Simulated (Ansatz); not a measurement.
TiAl3 (Pm-3m, No. 221, 4 atoms in the cell; start mp-998981; a measured phase of this formula has another space group)

All values below come from r²SCAN (plane waves, PAW; Ansatz, a program for electronic structure).

Run with plane-wave cutoff 560 eV, 14×14×14 k mesh, Fermi–Dirac smearing 0.05 eV, no spin polarisation, scalar-relativistic PAW data made under PBE.

Cell (relaxed at this level):

Space group Pm-3m (No. 221); a = b = c = 3.956 Å, α = β = γ = 90.00°

```tsv
atom	site	symmetry	x	y	z
Ti	1a	m-3m	0.0000	0.0000	0.0000
Al	3c	4/mm.m	0.0000	0.5000	0.5000
```

For TiAl3 (Pm-3m, No. 221, 4 atoms in the cell; start mp-998981; a measured phase of this formula has another space group), the bulk modulus B0 is 116 GPa.

Note: the run has no spin polarisation, so it can have missed a magnetic state; the bulk modulus is −V dP/dV from two relaxed cells at ±2 % in volume; the relaxation could not lower the start's symmetry, so the cell can be a saddle point above a distorted one.

Computing time: roughly 25 core-seconds.

A start named mp-… is a Materials Project structure, which need not be a measured phase.
